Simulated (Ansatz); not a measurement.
Levels about the gap of amorphous Ga₂₄O₃₉W (64 atoms in a cell of 786 Å³, 5.24 g/cm³; zone centre alone, so wide bands show as single levels with stretches between that a denser mesh fills), at the geometry that PBE relaxed, where it gives 0.1 GPa on a denser mesh. The participation number counts the atoms over which a state spreads; weights are charges in smoothed Voronoi cells. The levels come from a single point, so bond lengths are those of that geometry. Method of the levels: PBE, scalar-relativistic without spin-orbit coupling (Ansatz, a first-principles code). Sampling: the zone centre alone; Fermi-Dirac width 0.02 eV; no spin polarisation. At PBE the levels at the filled edge of the gap are localised (band-tail or defect states), and the nearest spread-out levels lie 2.0 eV apart at the zone centre.

Preparation: random packing, a CHGNet melt and quench, and a DFT relaxation. O atoms were pushed apart under 1.9 Å during the dynamics, to hinder bonds among them. The hot cell started wider than the set density and was brought back towards it in steps. It is the lowest in DFT energy of 2 quenches. It is a model cell: composition and starting density were chosen by hand, and all elements were melted together. No dispersion term was used. Its density started from a set value of 5.13 and ended at 5.24 g/cm³. The quench (nominally 280 K/ps over its main leg) was far faster than any real one, so the model tends to hold more defects than a real film. A cell of this size samples the disorder only roughly. Volume and shape were free in the relaxation. On a 2×2×2 Γ-centred mesh force components of up to 0.12 eV/Å stay, since the relaxation ran on the zone centre alone.

```json
[
 {"E - E(highest filled), eV": "-0.41", "filling": "filled", "participation number": "15.8", "largest on": "O, 3 neighbours", "weight O": "0.94", "weight W": "0.00", "weight Ga": "0.06"},
 {"E - E(highest filled), eV": "-0.30", "filling": "filled", "participation number": "14.2", "largest on": "O, 3 neighbours", "weight O": "0.94", "weight W": "0.00", "weight Ga": "0.06"},
 {"E - E(highest filled), eV": "-0.22", "filling": "filled", "participation number": "11.4", "largest on": "O, 3 neighbours", "weight O": "0.95", "weight W": "0.00", "weight Ga": "0.05"},
 {"E - E(highest filled), eV": "-0.19", "filling": "filled", "participation number": "9.0", "largest on": "O, 3 neighbours", "weight O": "0.95", "weight W": "0.00", "weight Ga": "0.05"},
 {"E - E(highest filled), eV": "-0.12", "filling": "filled", "participation number": "5.4", "largest on": "O, 2 neighbours", "weight O": "0.94", "weight W": "0.01", "weight Ga": "0.06"},
 {"E - E(highest filled), eV": "-0.06", "filling": "filled", "participation number": "5.8", "largest on": "O, 3 neighbours", "weight O": "0.94", "weight W": "0.00", "weight Ga": "0.06"},
 {"E - E(highest filled), eV": "0.00", "filling": "filled", "participation number": "2.6", "largest on": "O, 2 neighbours", "weight O": "0.95", "weight W": "0.00", "weight Ga": "0.05"},
 {"E - E(highest filled), eV": "1.75", "filling": "empty", "participation number": "59.7", "largest on": "Ga, 5 neighbours", "weight O": "0.53", "weight W": "0.01", "weight Ga": "0.47"},
 {"E - E(highest filled), eV": "3.36", "filling": "empty", "participation number": "3.8", "largest on": "W, 6 neighbours", "weight O": "0.41", "weight W": "0.49", "weight Ga": "0.10"},
 {"E - E(highest filled), eV": "3.61", "filling": "empty", "participation number": "3.6", "largest on": "W, 6 neighbours", "weight O": "0.42", "weight W": "0.51", "weight Ga": "0.07"},
 {"E - E(highest filled), eV": "3.86", "filling": "empty", "participation number": "3.8", "largest on": "W, 6 neighbours", "weight O": "0.44", "weight W": "0.49", "weight Ga": "0.07"},
 {"E - E(highest filled), eV": "4.28", "filling": "empty", "participation number": "33.7", "largest on": "Ga, 5 neighbours", "weight O": "0.53", "weight W": "0.04", "weight Ga": "0.43"},
 {"E - E(highest filled), eV": "4.38", "filling": "empty", "participation number": "33.8", "largest on": "Ga, 5 neighbours", "weight O": "0.55", "weight W": "0.01", "weight Ga": "0.44"},
 {"E - E(highest filled), eV": "4.43", "filling": "empty", "participation number": "28.5", "largest on": "Ga, 5 neighbours", "weight O": "0.57", "weight W": "0.00", "weight Ga": "0.43"}
]
```

Most localised among these is the filled level at +0.00 eV, on a O atom, which has 2 neighbours (Ga 1.80 Å, Ga 1.81 Å).
